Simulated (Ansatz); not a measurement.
The starting structures come from a database of crystals and need not be the phases stable at ambient conditions.

# Evanescent states of Mg3Si2H4O9 (P31m, not sure to be the ambient phase, 18 atoms a cell, 9.9 Å³ an atom) along the normal of (111)

These are PBEsol (plane waves, PAW; Ansatz, a quantum-chemistry and plane-wave program) values and carry that method's errors.

The gap is the functional's own. No spin-orbit coupling. Mid-gap values are interpolated on the energy grid.

Energies count from the valence-band top; κ is the least over a 4×4 mesh across the current.

```tsv
E (eV)	κ (1/Å)	where
0.10	0.136	Γ
0.30	0.222	Γ
0.50	0.273	Γ
0.70	0.308	Γ
0.90	0.333	Γ
1.10	0.351	Γ
1.30	0.363	Γ
1.50	0.371	Γ
1.70	0.376	Γ
1.90	0.377	Γ
2.10	0.374	Γ
2.30	0.369	Γ
2.50	0.361	Γ
2.70	0.350	Γ
2.90	0.336	Γ
3.10	0.318	Γ
3.30	0.296	Γ
3.50	0.268	Γ
3.70	0.234	Γ
3.90	0.187	Γ
4.10	0.116	Γ
```

**Question.** How thick must the barrier be to attenuate the transmission by 10^8 when the electrodes' Fermi level lies at 4.10 eV, and what attenuation does that film give at 0.70 eV?

**Answer.** d = 8 ln 10 / (2 × 0.116) = 79.4 Å. At 0.70 eV it gives 8 × 0.308/0.116 = 21.2 decades.
